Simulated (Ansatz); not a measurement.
**InP under load (space group R3m): band-edge transport data**

```xyz
2
Lattice="0.0649 2.9443 2.9443 2.9443 0.0649 2.9443 2.9443 2.9443 0.0649" Properties=species:S:1:pos:R:3 pbc="T T T"
In     0.0117     0.0117     0.0117
P      1.4767     1.4767     1.4767
```

Level of theory: r2SCAN with spin-orbit coupling, rigid bands (plane waves, PAW; Ansatz, a program for electronic structure). Condition of this run: biaxial stress in (111) of 3 GPa (compression positive) (the target of the relaxation). How the cell was made: cell and atoms relaxed with PBEsol, then loaded as said.

| Quantity | Result |
|---|---|
| band gap | 1.13 eV |
| electron conductivity mass (300 K, dilute) | 0.098 mₑ |
| hole conductivity mass (300 K, dilute) | 0.45 mₑ |
| effective density of states N_c (300 K) | 7.2e17 cm⁻³ |
| effective density of states N_v (300 K) | 1.1e19 cm⁻³ |
| density-of-states mass, electrons | 0.094 mₑ |
| density-of-states mass, holes | 0.59 mₑ |
| Seebeck coefficient, n-type 1e19 cm⁻³, 300 K | -64 μV/K |
| Seebeck coefficient, p-type 1e19 cm⁻³, 300 K | 282 μV/K |
| best p-type power factor at 300 K for τ = 10 fs (best axis; densities from 1e16 to 1e21 cm⁻³ tried, whether or not they can be reached) | 9.2 μW/(cm·K²) at 1e20 cm⁻³ |

Rigid bands; masses and Seebeck coefficients take one relaxation time τ for all states and one kind of carrier; polarons and phonon drag are left out. Geometry: cell and atoms relaxed with PBEsol.
